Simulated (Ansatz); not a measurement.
Base system: Ta in the bcc (W type) structure (space group Im-3m, No. 229; a = 3.320 Å).

(Cell as relaxed with PBE.)

Levels (all Ansatz, a first-principles code, PAW, earlier PAW set): PBE (420 eV, no SOC); r2SCAN (500 eV, scalar-relativistic without spin-orbit coupling).

Each level relaxes its own structure.

```tsv
base	PBE	r2SCAN
volume per atom	18.29 Å³	18.05 Å³
lattice parameter a	3.320 Å	3.305 Å
band gap	zero	zero
```

Modification: every Ta is replaced by Cr; the structure is relaxed again.

```tsv
quantity	PBE	r2SCAN
volume per atom	11.55 Å³	11.34 Å³
band gap	zero	zero
```

PBE's volume per atom lies 0.21 Å³ above r2SCAN's (1.8 %); the two agree on the band gap. Neither level is exact; r2SCAN is the comparison here, not a measurement.

Whether these cells are dynamically stable was not tested. Seeded moments were not kept for Ta → Cr. The final runs are not spin-polarised. Real Cr is antiferromagnetic at low temperature and ambient pressure, an order that this cell doesn't hold.
